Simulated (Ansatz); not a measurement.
Base system: ZnSe in the zinc blende structure (space group F-43m, No. 216; a = 5.634 Å).

Now apply this change: every Se is replaced by W, then cell and atoms are relaxed.

Levels (all Ansatz, a quantum-chemistry and plane-wave program, PAW): PBEsol (420 eV, scalar-relativistic without spin-orbit coupling); r2SCAN (500 eV, no spin-orbit coupling).

The geometry is relaxed with PBEsol.

- PBEsol pressure = 0.0 GPa

Question: What does r2SCAN give at this geometry for the pressure?

Answer: The pressure goes from zero to 1.7 GPa.

Single points use the geometry relaxed with PBEsol. Their cutoffs differ, which shifts pressures a little. Stability against distortions was not tested. As relaxed here, ZnW is a hypothetical phase, not in the database extracts checked. All final runs are without spin polarisation.
